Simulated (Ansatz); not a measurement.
# GaN: response to strain

Start from GaN in the wurtzite structure (space group P6_3mc, No. 186; a = 3.152 Å, c = 5.138 Å). Axes: x lies along a and z along c of the hexagonal cell.

Strains are applied to the cell and any free atomic positions relax; under biaxial strain the out-of-plane vector relaxes too.

Level of theory: LDA (Ansatz, a first-principles code, PAW, no SOC).

```json
[
 {"variant": "base", "out-of-plane strain": "–", "shortest interatomic distance": "1.927 Å", "electron mass": "0.18 mₑ along c, 0.20 mₑ across (at Γ)"},
 {"variant": "biaxial strain −3.00 %, plane normal [001], relaxed out of plane", "out-of-plane strain": "+1.50 %", "shortest interatomic distance": "1.894 Å", "electron mass": "0.17 mₑ out of plane, 0.22 mₑ in plane (at Γ)"},
 {"variant": "biaxial strain −2.40 %, plane normal [001], relaxed out of plane", "out-of-plane strain": "+1.20 %", "shortest interatomic distance": "…", "electron mass": "0.17 mₑ out of plane, 0.22 mₑ in plane (at Γ)"},
 {"variant": "biaxial strain −1.80 %, plane normal [001], relaxed out of plane", "out-of-plane strain": "+0.89 %", "shortest interatomic distance": "1.907 Å", "electron mass": "0.18 mₑ out of plane, 0.21 mₑ in plane (at Γ)"},
 {"variant": "biaxial strain −1.20 %, plane normal [001], relaxed out of plane", "out-of-plane strain": "…", "shortest interatomic distance": "1.914 Å", "electron mass": "0.18 mₑ out of plane, 0.21 mₑ in plane (at Γ)"},
 {"variant": "biaxial strain −0.60 %, plane normal [001], relaxed out of plane", "out-of-plane strain": "…", "shortest interatomic distance": "…", "electron mass": "0.18 mₑ out of plane, 0.20 mₑ in plane (at Γ)"}
]
```

Question: What belongs in the blanks?

Answer: 
- biaxial strain −2.40 %, plane normal [001], relaxed out of plane, shortest interatomic distance: 1.901 Å
- biaxial strain −1.20 %, plane normal [001], relaxed out of plane, out-of-plane strain: +0.59 %
- biaxial strain −0.60 %, plane normal [001], relaxed out of plane, out-of-plane strain: +0.30 %
- biaxial strain −0.60 %, plane normal [001], relaxed out of plane, shortest interatomic distance: 1.920 Å

The levels and masses belong to the bands next to the band gap. Effective masses come from finite differences of ±0.01 Å⁻¹. Stability against distortions was not tested.
